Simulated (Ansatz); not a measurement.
An Ansatz (an electronic-structure program) run: CdTe with a change (pressure 5 GPa); PBEsol in Ansatz (plane waves to 420 eV, PAW, spin-orbit coupling left out).

Input:

Ansatz 0.2 input:
```yaml
crystal:
  lattice:
    - [0, 3.1777756819, 3.1777756819]
    - [3.1777756819, 0, 3.1777756819]
    - [3.1777756819, 3.1777756819, 0]
  atoms:
    - { symbol: Te, position: [0.75, 0.75, 0.75] }
    - { symbol: Cd, position: [0, 0, 0] }
basis: { ecutwfc: 420, ecutrho_ratio: 4, xc_grid: 2, fft_grid_basis: typed }
kpoints: { mp_grid: { grid: [9, 9, 9] } }
hamiltonian:
  xc: pbesol
  dispersion: none
  pseudopotentials: { kind: paw }
scf: { occupations: { method: fermi_dirac, width: 0.05 } }
relax: { f_tol: 0.01, max_steps: 60, cell: { stress_tol: 0.02, p_target: 5.0 } }
output: { forces: true, stress: true }
checkpoint: { write: state.ck, write_every: 1000 }
```

Output (explanatory and most iteration lines left out):

```
Relaxation: its limit of steps is 60 (relax.max_steps)
Pseudopotential: Te, paw, valence charge 16
Pseudopotential: Cd, paw, valence charge 20
Crystal: 2 atoms, lattice volume = 64.180 Å³
Basis set: ecut = 420 eV, 1243 PW (Γ), exchange–correlation on 64×64×64 points (8 copies of the dense FFT grid, shifted against one another)
Bands: 22, of which v1, the nominal top of the filled ones, is band 18 counted from 1 (17 counted from 0)
Symmetry: 24 space group operations
Space group: F-43m (ITA 216), of the structure as read, at distance tolerance 4.0e-5 Å
k-points: 35 of 729 (time reversal used)
Functional: x = pbesol(κ = 0.804, μ = 0.12345679012345678), c = pbesol(β = 0.046)
SCF iter   1: F=—  HF=-15086.311140 eV  |F-HF|=—  |Δ(HF+E_count)|=         —  Δρ=3.91e-3  dr2=1.23e-2  ethr=1.77e-3  ⟨swp⟩=6.0  Hψ=3643  notcnv=0
SCF iter   2: F=—  HF=-15086.307095 eV  |F-HF|=—  |Δ(HF+E_count)|=   4.05e-3  Δρ=9.41e-4  dr2=3.25e-4  ethr=3.42e-5  ⟨swp⟩=2.3  Hψ=1611  notcnv=0
SCF 1 converged in 6 iterations: F = -15086.307320 eV  dr2 = 2.76e-8
relax step   1: F+E_penalty+E_count = -15086.30732001 eV  Δ(F+E_penalty+E_count) = +0.000e0 eV  max|allowed force component| = 8.211e-17 eV/Å  Δτ_max = 0.0000 Å  P = +2.999 GPa  Ω = 64.180 Å³  (6 SCF iters, dr2 threshold 1.00e-7 eV, accepted)
[... steps on the carried basis left out ...]
relax step   5: F+E_penalty+E_count = -15086.25448137 eV  Δ(F+E_penalty+E_count) = +4.345e-4 eV  max|allowed force component| = 8.384e-18 eV/Å  Δτ_max = 0.0000 Å  P = +5.009 GPa  Ω = 62.049 Å³  stress off target by 9.07e-3 GPa  SCF on the basis re-selected at this cell (its energy is not comparable with the rows above)  (6 SCF iters)
SCF converged after 6 iterations
Free energy (F): -15086.254481 eV
Internal energy: -15086.254481 eV  (E = F + TS)
E sigma→0 (E₀):  -15086.254481 eV
Entropy (-TS):   -0.000001 eV (-0.000 meV/atom)
Fermi energy:    9.207125 eV
--- Forces (eV/Å), atoms counted from 1 ---
  atom   1  Te     0.00000000    -0.00000000    -0.00000000
  atom   2  Cd     0.00000000    -0.00000000     0.00000000
--- Stress (GPa, compression-positive) ---
        5.009070      -0.000000      -0.000000
       -0.000000       5.009070       0.000000
       -0.000000       0.000000       5.009070
  P = ⅓ Tr σ = 5.0091 GPa (50.091 kbar)
--- Relaxed structure (4 steps of the walk, 3 accepted, 1 SCFs on fresh bases) ---
  cell:  # Å, volume = 62.0495 Å³
    - [-3.025377144531757e-33, 3.142216018925345, 3.142216018925345]
    - [3.142216018925345, 4.58583482960603e-33, 3.142216018925345]
    - [3.142216018925345, 3.142216018925345, 6.305522890708293e-33]
  atoms:
    - { symbol: Te, position: [0.7500000000000001, 0.7500000000000001, 0.7500000000000001] }
    - { symbol: Cd, position: [6.401532730412004e-34, -9.330833703697182e-34, -8.446992892792172e-34] }
```

With Te present, leaving out spin-orbit coupling can change the band edges. Load acts through the strain it causes; cell and atoms are relaxed under it. No phonon test of stability was made. Measured, CdTe leaves this structure (for cinnabar) near 3.53 GPa (temperature not stated; as listed in Datta, Sujoy, Jana, Debnarayan, arXiv (2020)), on rising pressure, with hysteresis. The cell was made from CdTe in the zinc blende structure (space group F-43m, No. 216) by this change: pressure 5 GPa.
